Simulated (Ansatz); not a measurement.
Reference: monolayer As, PBE, rigid bands (plane waves, PAW, scalar-relativistic; Ansatz, an electronic-structure program); axes and stresses refer to this cell.

```xyz
2
Lattice="3.6051 0.0000 0.0000 -1.8025 3.1221 0.0000 0.0000 0.0000 17.2731" Properties=species:S:1:pos:R:3 pbc="T T T"
As     1.8025     1.0407     9.3321
As     0.0000     2.0814     7.9411
```

The hole conductivity mass is 0.29 mₑ and the electron conductivity mass comes out as 0.23 mₑ. The band gap comes out as 1.62 eV.

```json
[
 {"Change": "biaxial strain +1 %", "hole conductivity mass": "0.30 mₑ", "electron conductivity mass": "0.24 mₑ", "band gap": "…"},
 {"Change": "biaxial strain +2 %", "hole conductivity mass": "1.01 mₑ", "electron conductivity mass": "0.23 mₑ", "band gap": "…"},
 {"Change": "biaxial strain +5 %", "hole conductivity mass": "3.5 mₑ", "electron conductivity mass": "0.093 mₑ", "band gap": "1.19 eV"},
 {"Change": "biaxial strain -1 %", "hole conductivity mass": "0.28 mₑ", "electron conductivity mass": "…", "band gap": "1.52 eV"},
 {"Change": "biaxial strain -2 %", "hole conductivity mass": "0.27 mₑ", "electron conductivity mass": "…", "band gap": "1.41 eV"},
 {"Change": "biaxial strain -3 %", "hole conductivity mass": "0.27 mₑ", "electron conductivity mass": "0.22 mₑ", "band gap": "1.29 eV"}
]
```

Problem. Some entries are withheld; supply them.

Solution. 
- biaxial strain +1 %, band gap: 1.71 eV
- biaxial strain +2 %, band gap: 1.79 eV
- biaxial strain -1 %, electron conductivity mass: 0.23 mₑ
- biaxial strain -2 %, electron conductivity mass: 0.22 mₑ

Masses are for dilute carriers at 300 K, harmonic means over directions unless an axis is named. Spin-orbit coupling is left out unless a row names it; without it hole values are far off for these elements. The structure type is held under load, also where the real crystal would transform.
